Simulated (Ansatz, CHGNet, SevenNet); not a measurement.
# AlB2-type TiB2: properties by level of theory

Reference values: lattice constant a 3.029 Å (measured, 293 K, no zero-point or thermal correction; as tabulated in R. G. Munro, J. Res. NIST 105, 709 (2000), Material Properties of Titanium …); lattice parameter c 3.229 Å (measured, 293 K, not corrected to a static lattice; as tabulated in R. G. Munro, J. Res. NIST 105, 709 (2000), Material Properties of Titanium …).

```tsv
level (code)	lattice parameter a (Å)	lattice parameter c (Å)
CHGNet 0.3.0 (CHGNet)	3.035	3.218
SevenNet-0 (SevenNet)	3.035	3.231
PBE (Ansatz)	3.032	…
PBEsol (Ansatz)	3.017	…
PBE-D4 (Ansatz)	3.010	3.172
```

Task: Fill in the missing entries.

Result: 
- PBE (Ansatz, an electronic-structure program), lattice parameter c (Å): 3.224
- PBEsol (Ansatz), lattice parameter c (Å): 3.185

Differences from the reference values (errors of the level alone only where the reference is corrected to a static lattice):

```tsv
level	lattice constant a (%)	lattice parameter c (%)
CHGNet 0.3.0	+0.20	-0.34
SevenNet-0	+0.20	+0.06
PBE	+0.10	-0.15
PBEsol	-0.40	-1.36
PBE-D4	-0.63	-1.77
```

Nearest: lattice constant a, not ranked (reference at room or unstated temperature); lattice parameter c, not ranked (reference at room or unstated temperature).

Machine-learned potentials (CHGNet 0.3.0, SevenNet-0) are trained on DFT data, which may include these solids.

Ansatz's density-functional and Hartree–Fock values are scalar-relativistic unless marked +SOC, with PAW data made under PBE.

Differences are worked out from the printed values.

Computed values are for the static lattice.
